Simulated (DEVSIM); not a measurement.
Structure: illuminated Si p-on-n cell, one wavelength, at 300 K.

Layer 1 from the left is Si, thickness (μm) 0.170, Na (cm⁻³) 1.1e19, τn (s) 5.8e-6, τp (s) 5.6e-6, absorption coefficient (cm⁻¹) 620. Layer 2 from the left is Si, thickness (μm) 31.0, Nd (cm⁻³) 1e17, τn (s) 2e-5, τp (s) 2e-5, absorption coefficient (cm⁻¹) 620.

Left contact: ohmic, minority electron recombination velocity 300 cm/s. Right contact: ohmic, minority hole recombination velocity 10000 cm/s. Voltage is applied to the left contact. Recombination: SRH at mid-gap, radiative, Auger. Gap narrowing is on: ΔEg = 6.92 meV × (l + √(l² + 0.5)), l = ln(N/1.3e17 cm⁻³), shared equally by both band edges. Light enters at the left, 9.5e16 photons cm⁻² s⁻¹, one pass, no reflection. Mobility is μmin + (μ − μmin)/(1 + (N/Nref)^α).

This is a model device: material constants are rounded textbook-type values typed into the input, and sizes, dopings and lifetimes were drawn at random. Values at 300 K.

Si: gap (eV) 1.124, affinity (eV) 4.05, permittivity 11.7, Nc (cm⁻³) 2.86e19, Nv (cm⁻³) 3.1e19, μn (cm²/Vs) 1417, μp (cm²/Vs) 470, μn,min 52, μp,min 45, Nref,n 9.7e16, Nref,p 2.2e17, αn 0.68, αp 0.72, B (cm³/s) 4.7e-15, Cn (cm⁶/s) 2.8e-31, Cp (cm⁶/s) 9.9e-32.

Model (solved in DEVSIM): 1D drift-diffusion, Boltzmann statistics, complete ionisation; no tunnelling, impact ionisation, image-force lowering or self-heating.

Dark forward current:

```csv
|V| (V),|J| (A/cm²)
0.05,6.787e-11
0.10,2.512e-10
0.15,8.275e-10
0.20,2.964e-9
0.25,1.268e-8
0.30,6.594e-8
0.35,3.958e-7
0.40,2.570e-6
0.45,1.731e-5
0.50,0.0001184
0.55,0.0008152
0.60,0.005627
0.65,0.03887
0.70,0.2679
0.75,1.813
0.80,11.23
0.85,56.00
0.90,221.9
0.95,759.0
1.00,2243
```

Question: Work out the local ideality factor n = ΔV / (kT/q · ln(J2/J1)) between the rows 0.15 and 0.20 V, 0.60 and 0.65 V, 0.95 and 1.00 V.

Answer: kT/q = 25.85 mV. From 0.15 to 0.20 V: ln(2.964e-9/8.275e-10) = 1.276, n = 1.52. From 0.60 to 0.65 V: ln(0.03887/0.005627) = 1.933, n = 1.00, near the 1 of diffusion or emission over a barrier. From 0.95 to 1.00 V: ln(2243/759.0) = 1.084, n = 1.79.

Question: What current could the absorbed light give at most, and what share is collected?

Answer: Σ αd = 1.93, so qΦ(1 − exp(−Σ αd)) = 13.0 mA/cm². The simulated short-circuit current is 9.440 mA/cm², a share of 0.73.

Question: Estimate the open-circuit voltage by superposition: the voltage at which the dark current equals that short-circuit current.

Answer: Interpolating ln J in the table gives 0.613 V. The simulation gives 0.613 V, the same within the digits that matter. Superposition holds where collection doesn't change with voltage.

Question: Estimate the fill factor from FF0 = (v − ln(v + 0.72))/(v + 1), v = qVoc/(nkT), with n from the dark curve.

Answer: The rows about Voc, 0.60 and 0.65 V, give n = 1.00, so v = 23.7 and FF0 = 0.830. The simulation gives 0.831, the same within the digits that matter.
